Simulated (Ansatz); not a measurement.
**Ti3AlC2 under a change: pressure 1.5 GPa**

Base system: Ti3AlC2 (space group P6_3/mmc, No. 194; a = 3.051 Å, c = 18.500 Å).

One thing is altered: a hydrostatic pressure of 1.5 GPa.

Calculations: Ansatz (a quantum-chemistry and plane-wave program) PBEsol, scalar-relativistic without spin-orbit coupling. Settings: 14×14×2 k-points, 0.05 eV Fermi–Dirac smearing.

The volume per atom shrinks by 0.11 Å³, from 12.43 Å³ to 12.32 Å³ and the density rises by 0.04 g/cm³ (4.33 g/cm³ → 4.37 g/cm³). The c/a ratio decreases by 0.005, from 6.064 to 6.059 and the shortest interatomic distance shrinks by 0.0038 Å (2.059 Å → 2.056 Å). The enthalpy H = E + PV relative to the base's energy amounts to +0.12 eV/atom and the band gap remains zero.

Final structure:

```
Ti3AlC2
1.0
    3.04258     0.00000     0.00000
   -1.52129     2.63495     0.00000
    0.00000     0.00000    18.43639
Ti Al C
6 2 4
Cartesian
  1.52129   0.87832   6.87300
  0.00000   1.75663  11.56339
  0.00000   1.75663  16.09119
  1.52129   0.87832   2.34520
  0.00000   0.00000   9.21819
  0.00000   0.00000   0.00000
  0.00000   0.00000  13.82729
  0.00000   0.00000   4.60910
  0.00000   1.75663   7.94070
  1.52129   0.87832  10.49569
  1.52129   0.87832  17.15889
  0.00000   1.75663   1.27750
```

Load acts through the strain it causes; cell and atoms are relaxed under it. No phonon test of stability was made. The final runs are not spin-polarised.
